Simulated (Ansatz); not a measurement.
The parent structure is ScF₃ in the ReO3 type structure (space group Pm-3m, No. 221; a = 4.0205 Å). Axes: x, y, z lie along the cube axes.

It is then changed as follows: the symmetric strain tensor [0.0047 -0.0226 -0.0020; -0.0226 -0.0119 -0.0119; -0.0020 -0.0119 0.0063]; the atoms relax in the strained cell.

Levels (all Ansatz, an electronic-structure program, PAW): PBEsol (420 eV, no spin-orbit coupling); HSE06 (420 eV, scalar-relativistic without spin-orbit coupling).

The geometry is relaxed with PBEsol.

- PBEsol lowest conduction level above the VBM at special points: Γ 6.19 eV; X 6.23 eV; Y 6.24 eV

### Question
How does going to HSE06 change the lowest conduction level above the VBM at special points?

### Answer
The lowest conduction level above the VBM at special points becomes Γ 8.75 eV; X 8.81 eV; Y 8.81 eV (PBEsol: Γ 6.19 eV; X 6.23 eV; Y 6.24 eV).

Single points use the geometry relaxed with PBEsol. HSE06 was sampled on its mesh, a few special points and the semilocal edge points, so its gap is an upper bound. The levels and masses belong to the bands next to the band gap. Stability against distortions was not tested. The base started in R32 and relaxed to Pm-3m at this level. The final runs are not spin-polarised. k-point labels follow each cell's own Brillouin zone.
